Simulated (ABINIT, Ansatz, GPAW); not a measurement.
Code comparison for LaGe3Os (I4mm, 5 atoms in the cell)

Self-consistent single point.

```
LaGe3Os
1.0
   -2.22445     2.22445     5.09051
    2.22445    -2.22445     5.09051
    2.22445     2.22445    -5.09051
La Ge Os
1 3 1
Direct
  0.99834   0.99834   0.00000
  0.42564   0.42564   0.00000
  0.25966   0.75966   0.50000
  0.75966   0.25966   0.50000
  0.65869   0.65869   0.00000
```

Shared settings, as Ansatz (a program for electronic structure) writes them: kpoints.mp_grid.grid = 4 4 4; scf.occupations.method = fermi_dirac; scf.occupations.width = 0.1 eV. Potentials and cutoffs stand in the table.

```tsv
code	model	pressure (GPa)	largest force (eV/Å)	cutoff
ABINIT	LDA (PW92), PAW (JTH v2.0 LDA PAW)	-4.35	0.221	26 Ha
Ansatz	LDA (PW92), PAW files made with PBE	-4.65	0.228	default
GPAW	LDA (Perdew-Wang 92), GPAW PAW datasets LDA (gpaw-data 1.0.1)	-4.82	0.246	850 eV
```

Size of the force on each atom (eV/Å): Sizes of forces hide their directions.

```tsv
code	La1	Ge2	Ge3	Ge4	Os5
ABINIT	0.043	0.141	0.203	0.203	0.221
Ansatz	0.034	0.138	0.200	0.200	0.228
GPAW	0.038	0.189	0.238	0.238	0.246
```

On Ansatz's run: spin-orbit coupling is off. Spin polarisation is off.

The spread over the programs that give each value: pressure within 0.47 GPa; largest force within 0.025 eV/Å.

Ansatz's pressure is given at a fixed set of plane waves, as the other plane-wave codes print theirs; with its correction for the finite basis it is -4.60 GPa.

On the base mesh (6 6 6) the same programs gave: Ansatz pressure -5.01 GPa; ABINIT pressure -4.71 GPa; GPAW pressure -5.18 GPa.

The values differ from the base mesh's, so the mesh still matters here: the table compares the programs at equal settings.

The starting cell comes from a database of computed structures (which also holds hypothetical and non-ambient phases and stackings), without a prior relaxation at this level.

Left out of this page: CP2K (on another mesh); FLEUR (with a known weakness of the program).

Keys are those of Ansatz 0.2.
